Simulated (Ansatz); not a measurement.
Worked example: self-consistent single point of NaGa (Cm, 4 atoms in the cell) in Ansatz (an electronic-structure program).

Level of theory: LDA (PW92), default PAW files made with PBE (plane waves; Ansatz).

The change in words: lattice scaled by 0.98; kpoints.mp_grid.grid: 7 7 7 → 7 7 6; scf.occupations.width: 0.0073 Ry → 0.0037 Ry. Reference geometry:
```
CELL_PARAMETERS angstrom
      3.01918    -3.38665     0.00000
      3.01918     3.38665     0.00000
      0.00000     0.00000     4.88306
ATOMIC_POSITIONS crystal
  Na 0.63461 0.36539 0.26024
  Na 0.36539 0.63461 0.75000
  Ga 0.08656 0.91344 0.25000
  Ga 0.91344 0.08656 0.75000
```

Reference input (self-consistent single point, DFT, LDA (PW92), plane waves, default PAW files made with PBE): basis.ecutwfc = 30.9 Ry; kpoints.mp_grid.grid = 7 7 7; hamiltonian.xc = lda; hamiltonian.pseudopotentials = {kind: paw} (the program's default PAW files); scf.occupations.method = gaussian; scf.occupations.width = 0.0073 Ry. This run's input differs from it in these lines:

Ansatz 0.2 input:
```diff
@@ -2,10 +2,10 @@
   lattice:
-    - [3.019180, -3.386649, 0.000000]
-    - [3.019180, 3.386649, 0.000000]
-    - [0.000000, 0.000000, 4.883057]
+    - [2.958796, -3.318916, 0.000000]
+    - [2.958796, 3.318916, 0.000000]
+    - [0.000000, 0.000000, 4.785396]
   atoms:
-    - { symbol: Na, position_ang: [3.019180, -0.911754, 1.270762] }
-    - { symbol: Na, position_ang: [3.019180, 0.911754, 3.662293] }
-    - { symbol: Ga, position_ang: [3.019180, 2.800352, 1.220764] }
-    - { symbol: Ga, position_ang: [3.019180, -2.800352, 3.662293] }
+    - { symbol: Na, position_ang: [2.958796, -0.893519, 1.245347] }
+    - { symbol: Na, position_ang: [2.958796, 0.893519, 3.589047] }
+    - { symbol: Ga, position_ang: [2.958796, 2.744345, 1.196349] }
+    - { symbol: Ga, position_ang: [2.958796, -2.744345, 3.589047] }
 basis:
@@ -14,3 +14,3 @@
   mp_grid:
-    grid: [7, 7, 7]
+    grid: [7, 7, 6]
 hamiltonian:
@@ -22,3 +22,3 @@
     method: gaussian
-    width: 0.0073 Ry
+    width: 0.0037 Ry
 output:
```

Output, abridged:

```
SCF iter   1: F=—  HF=-10346.794654 eV  |F-HF|=—  |Δ(HF+E_count)|=         —  Δρ=6.76e-3  dr2=2.50e-2  ethr=1.77e-3  ⟨swp⟩=6.0  Hψ=9662  notcnv=0
all-band conjugate gradients solve this SCF's bands
preconditioner: auto → Kerker (q_TF=auto, 2.404 Å⁻¹)
SCF iter   2: F=—  HF=-10346.781053 eV  |F-HF|=—  |Δ(HF+E_count)|=   1.36e-2  Δρ=2.76e-3  dr2=6.56e-3  ethr=5.67e-5  ⟨swp⟩=2.0  Hψ=5258  notcnv=0  defer=41
   [... lines left out ...]
SCF iter   5: F=—  HF=-10346.779297 eV  |F-HF|=—  |Δ(HF+E_count)|=   1.60e-4  Δρ=1.59e-4  dr2=2.28e-5  ethr=2.49e-7  ⟨swp⟩=2.0  Hψ=3426  notcnv=0  defer=41
SCF iter   6: F=—  HF=-10346.779298 eV  |F-HF|=—  |Δ(HF+E_count)|=   1.40e-6  Δρ=4.08e-5  dr2=1.90e-6  ethr=5.18e-8  ⟨swp⟩=2.9  Hψ=3551  notcnv=0  defer=41
SCF iter   7: F=—  HF=-10346.779298 eV  |F-HF|=—  |Δ(HF+E_count)|=   3.95e-8  Δρ=1.68e-5  dr2=2.45e-7  ethr=4.31e-9  ⟨swp⟩=2.0  Hψ=3538  notcnv=0  defer=41
SCF iter   8: F=-10346.779298 eV  HF=-10346.779298 eV  |F-HF|=7.51e-9  |Δ(HF+E_count)|=   1.36e-7  Δρ=2.66e-6  dr2=1.41e-8  ethr=2.27e-10  ⟨swp⟩=6.9  Hψ=9033  notcnv=0
SCF 1 converged in 8 iterations: F = -10346.779298 eV  dr2 = 1.41e-8
Free energy (F): -10346.779298 eV
Internal energy: -10346.776826 eV  (E = F + TS)
E sigma→0 (E₀):  -10346.778062 eV
Entropy (-TS):   -0.002472 eV (-0.618 meV/atom)
Fermi energy:    5.131895 eV
--- Forces (eV/Å), atoms counted from 1 ---
  atom   1  Na     0.00000000    -0.08322201    -0.08829147
  atom   2  Na    -0.00000000     0.08599839     0.05034179
  atom   3  Ga     0.00000000     0.17734823    -0.00969287
  atom   4  Ga    -0.00000000    -0.18012385     0.04764399
--- Stress (GPa, compression-positive) ---
       -0.304782      -0.000000      -0.000000
       -0.000000      -0.438736       0.010668
       -0.000000       0.010668      -2.933609
  P = ⅓ Tr σ = -1.2257 GPa (-12.257 kbar)
  The stress holds the Pulay correction. Without it, at fixed plane waves, as pw.x and ABINIT print it: P = -1.2344 GPa
```

The run converged in 8 iterations. Against the reference run the free energy falls by 17.6 meV/atom, the pressure goes from -2.29 to -1.23 GPa and the largest force goes from 0.228 to 0.186 eV/Å.

The starting cell comes from a database of computed structures (which also holds hypothetical and non-ambient phases and stackings), without a prior relaxation at this level. Its lattice was rescaled by up to half a per cent. One atom was moved a little off its site on purpose. For this run, on top of that: lattice scaled by 0.98. Ansatz's pressure includes its estimate of the finite-basis (Pulay) stress.
